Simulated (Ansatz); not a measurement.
**SnO under a change: isotropic strain −3.61 %**

Start from SnO in the litharge type structure (space group P4/nmm, No. 129; a = 3.836 Å, c = 4.757 Å; layered, stacked along the Cartesian z axis).

It is then changed as follows: an isotropic linear strain of −3.61 %, atoms relaxed at fixed cell.

Level of theory: Ansatz (a program for electronic structure), PBE-D3(BJ), PAW, cutoff 420 eV, spin-orbit coupling left out, earlier PAW set. Γ-centred 12×12×10 mesh, Fermi–Dirac width 0.05 eV.

The volume per atom falls by 1.83 Å³ (17.50 Å³ → 15.67 Å³) and the space group is still P4/nmm (No. 129). The shortest interatomic distance shrinks by 0.040 Å (2.241 Å → 2.201 Å) and the energy goes up by 34 meV/atom. The band gap is still zero and the largest internal atomic displacement comes out as 0.077 Å.

Final structure:

```yaml
crystal:
  lattice:
    - [3.69770, 0.00000, 0.00000]
    - [0.00000, 3.69770, 0.00000]
    - [0.00000, 0.00000, 4.58562]
  atoms:
    - { symbol: Sn, position: [0.50000, 0.00000, 0.26023] }
    - { symbol: Sn, position: [0.00000, 0.50000, 0.73977] }
    - { symbol: O, position: [0.00000, 0.00000, 0.00000] }
    - { symbol: O, position: [0.50000, 0.50000, 0.00000] }
```

Cost of the whole job for the changed cell (relaxation, final SCF and bands): very roughly 70 core-seconds.

Stability against distortions was not tested. All final runs are without spin polarisation. A zero or small gap of SnO can be the functional's error rather than a property of the material.
